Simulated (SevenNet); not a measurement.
Rutile MgH₂

Computed with the machine-learned potential SevenNet-0 (trained on PBE and PBE+U data).

Cell (relaxed at this level):

```xyz
6
Lattice="4.5243 0.0000 0.0000 0.0000 4.5243 0.0000 0.0000 0.0000 3.0067" Properties=species:S:1:pos:R:3 pbc="T T T"
Mg     0.0000     0.0000     0.0000
Mg     2.2622     2.2622     1.5033
H      1.3742     1.3742     0.0000
H      3.6364     0.8879     1.5033
H      0.8879     3.6364     1.5033
H      3.1501     3.1501     0.0000
```

For rutile MgH₂, the lattice parameter a is 4.524 Å, the lattice parameter c is 3.007 Å and the volume per atom comes out as 10.26 Å³/atom.

Measured, for comparison: lattice constant a 4.517 Å, lattice parameter c 3.021 Å, equilibrium volume per atom 10.27 Å³/atom (temperature not stated, not corrected to a static lattice; as tabulated in Ellinger et al., J. Am. Chem. Soc. 77, 2647 (1955) (COD 4124639)). Computed (rounded) less measured: lattice constant a +0.2 %, lattice parameter c -0.5 %, equilibrium volume per atom -0.1 %. A static lattice is as a rule a little smaller and stiffer than an uncorrected measurement, which narrows the difference in the lattice parameter c and would widen misses of the other sign.

A machine-learned potential is trained on density-functional data: it inherits that level's misses and adds fitting errors of its own.
